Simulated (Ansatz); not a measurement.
## Hypothetical rock salt FeSb under a change: Fe → Os

The parent structure is FeSb in the rock salt structure (space group Fm-3m, No. 225; a = 5.2535 Å; ferromagnetic; a hypothetical phase, not in the database extracts checked).

Modification: Os takes the place of Fe on all its sites; the structure is relaxed again.

Level of theory: PBEsol (Ansatz, a first-principles code, PAW, spin-orbit coupling left out). k-mesh 15×15×15 (Γ-centred); smearing 0.05 eV (Fermi–Dirac).

| quantity | base | changed | shift |
|---|---|---|---|
| density | 8.14 g/cm³ | 13.45 g/cm³ | +5.31 g/cm³ |
| lattice parameter a | 9.928 bohr | 10.131 bohr | +0.203 bohr |
| space group | Fm-3m (No. 225) | Fm-3m (No. 225) | – |
| shortest interatomic distance | 4.964 bohr | 5.065 bohr | +0.101 bohr |
| band gap | zero | zero | – |

Final structure:

```
CELL_PARAMETERS angstrom
      0.00000     2.68045     2.68045
      2.68045     0.00000     2.68045
      2.68045     2.68045     0.00000
ATOMIC_POSITIONS crystal
  Sb 0.00000 0.00000 0.00000
  Os 0.50000 0.50000 0.50000
```

Cost of the whole job for the changed cell (relaxation, final SCF and bands): about 30 core-seconds (a rough figure).

Other magnetic orders, which the real material may have, were not ruled out. No phonon test of stability was made. As relaxed here, OsSb is a hypothetical phase, not in the database extracts checked. Spin-polarised in the final run: base; the other runs are not. An odd electron count without spin: OsSb. OsSb has a high density of states at the Fermi level and may be magnetic at this level.
